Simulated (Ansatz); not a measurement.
Start from Pt in the fcc (Cu type) structure (space group Fm-3m, No. 225; a = 3.895 Å; relaxed with 0.1 eV smearing).

Computed with Kohn–Sham DFT with the LDA functional, run in Ansatz (a first-principles code) with PAW and 420 eV plane waves, no SOC.

Base values:

```
Property    Value
--------  -------
Pressure  0.0 GPa
Band gap     zero
```

Modification: the cell is scaled by 1.0200 in all directions; the atoms relax in the strained cell.

### Question
How does this affect the energy relative to the base?

### Answer
The energy goes up by 47 meV/atom.

### Question
What does the calculation give for the pressure after the change?

### Answer
The pressure goes from zero to -15.5 GPa.

### Question
What does the calculation give for the band gap after the change?

### Answer
The band gap remains zero.

Stability against distortions was not tested. All final runs are without spin polarisation. Pt lies near a magnetic instability that expansion can trigger; it was not tested.
